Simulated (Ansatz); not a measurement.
## Parameter sweep on Zn₂GeO₄ (Fd-3m, 14 atoms in the cell)

```cif
data_Ge8O32Zn16
_chemical_formula_sum 'Zn16 Ge8 O32'
_space_group_name_H-M_alt 'Fd-3m :1'
_space_group_IT_number 227
_space_group_name_Hall 'F 4d 2 3 -1d'
_cell_length_a 8.01594
_cell_length_b 8.01594
_cell_length_c 8.01594
_cell_angle_alpha 90.000
_cell_angle_beta 90.000
_cell_angle_gamma 90.000
loop_
_atom_site_label
_atom_site_type_symbol
_atom_site_symmetry_multiplicity
_atom_site_Wyckoff_symbol
_atom_site_fract_x
_atom_site_fract_y
_atom_site_fract_z
_atom_site_occupancy
Zn1 Zn 16 d 0.62500 0.62500 0.62500 1
Ge1 Ge 8 a 0.00000 0.00000 0.00000 1
O1 O 32 e 0.38740 0.38740 0.38740 1
```
(The calculation used a cell of 14 atoms; values per cell refer to that cell.)

Base run A: Ansatz (a first-principles code) with PBE, self-consistent single point.

Its settings: kpoints.mp_grid.grid = 6 6 6; hamiltonian.xc = pbe; hamiltonian.pseudopotentials = {kind: paw} (the program's default PAW files); scf.occupations.method = cold; scf.occupations.width = 0.1 eV.

The starting cell was generated: these elements placed on a structure prototype, without a prior relaxation; it need not be a known phase or ordering of this composition. In the base run, with a pressure of about 43 GPa the cell is away from its equilibrium volume at this level. In the base run, forces exceed 1 eV/Å. Ansatz's pressure includes its estimate of the finite-basis (Pulay) stress.

Runs:
- B: hamiltonian.xc: pbe → lda; width narrowed by the program to 0.0531 eV [LDA (PW92)]
- C: hamiltonian.xc: pbe → pbesol; width narrowed by the program to 0.0508 eV [PBEsol]
- D: hamiltonian.xc: pbe → rpbe; width narrowed by the program to 0.0647 eV [RPBE]
- E: hamiltonian.xc: pbe → revpbe; width narrowed by the program to 0.0630 eV [revPBE]
- F: hamiltonian.xc: pbe → blyp; width narrowed by the program to 0.0710 eV [BLYP]
- G: hamiltonian.xc: pbe → r2scan [r2SCAN]

```csv
run,pressure (GPa),largest force (eV/Å),gap on the mesh (eV)
A,43.30,5.647,0.405
B,26.26,5.253,0.367
C,33.99,5.412,0.351
D,49.16,5.799,0.448
E,47.55,5.757,0.436
F,51.11,5.822,0.493
G,34.43,5.990,0.873
```

Run E against A: The pressure goes from 43.30 to 47.55 GPa, the largest force goes from 5.647 to 5.757 eV/Å and the gap on the mesh goes from 0.405 to 0.436 eV.

Run D against A: The pressure goes from 43.30 to 49.16 GPa, the largest force goes from 5.647 to 5.799 eV/Å and the gap on the mesh goes from 0.405 to 0.448 eV.

Keys are those of Ansatz 0.2.
